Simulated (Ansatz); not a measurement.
## Effect of N vacancy, symmetric start on BN

The parent structure is an 8-atom supercell of BN in the zinc blende structure (space group F-43m, No. 216; a = 3.606 Å) at its relaxed geometry.

The change: a neutral N vacancy, symmetric start, atoms relaxed at fixed cell.

All numbers come from PBEsol (Ansatz, a program for electronic structure; PAW; 420 eV plane waves; no SOC). Γ-centred 7×7×7 mesh, Fermi–Dirac width 0.01 eV.

The pressure goes from zero to -4.4 GPa and the energy gained by relaxation amounts to 0.20 eV. The largest displacement of a host atom from its site in the perfect cell comes out as 0.08 Å and the mean distance from the defect site to its nearest host atoms grows by 0.08 Å to 1.64 Å.

Final structure:

```yaml
crystal:
  lattice:
    - [-3.60570, 0.00000, 0.00000]
    - [0.00000, 0.00000, 3.60570]
    - [0.00000, 3.60570, 0.00000]
  atoms:
    - { symbol: N, position: [0.75000, 0.75000, 0.25000] }
    - { symbol: N, position: [0.75000, 0.25000, 0.75000] }
    - { symbol: N, position: [0.25000, 0.25000, 0.25000] }
    - { symbol: B, position: [0.98790, 0.01210, 0.01210] }
    - { symbol: B, position: [0.51210, 0.01210, 0.48790] }
    - { symbol: B, position: [0.51210, 0.48790, 0.01210] }
    - { symbol: B, position: [0.98790, 0.48790, 0.48790] }
```

Cost of the whole job for the changed cell (relaxation, final SCF and bands): roughly 13 core-seconds.

Other magnetic orders, which the real material may have, were not ruled out. In so small a cell the defect repeats every few ångströms: this is an ordered compound, not a dilute defect. The mesh was chosen for an insulator and is coarse for the gapless case. The defect started on the symmetric site and kept its symmetry, so it may sit on a saddle. Starting moments died away, wholly or in part, for N vacancy; another magnetic solution may exist. The defect cell is spin-polarised and ends with 0.0 μB.
